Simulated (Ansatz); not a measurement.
Here is the system:

```yaml
crystal:
  lattice:
    - [5.35825, 0.00000, 0.00000]
    - [2.67913, 4.64038, 0.00000]
    - [2.67913, -1.54679, 4.41043]
  atoms:
    - { symbol: K, position: [0.50099, 0.24951, 0.74852] }
    - { symbol: K, position: [0.49901, 0.75049, 0.25148] }
    - { symbol: Se, position: [0.00000, 0.00000, 0.00000] }
```

No spin polarisation.

Computed with Ansatz (a first-principles code), PBEsol, PAW, cutoff 420 eV, spin-orbit coupling left out. Settings: 8×8×8 k-points, 0.05 eV Fermi–Dirac smearing.

### Question
What space group does the calculation give?

### Answer
R-3m (No. 166).

### Question
Predict the gap character.

### Answer
Indirect, F → Γ.

The cells carry an imposed strain or load. Whether these cells are dynamically stable was not tested. The cell was made from K2Se in the anti-fluorite structure (space group Fm-3m, No. 225) by this change: biaxial strain −0.42 %, plane normal [111], relaxed out of plane.
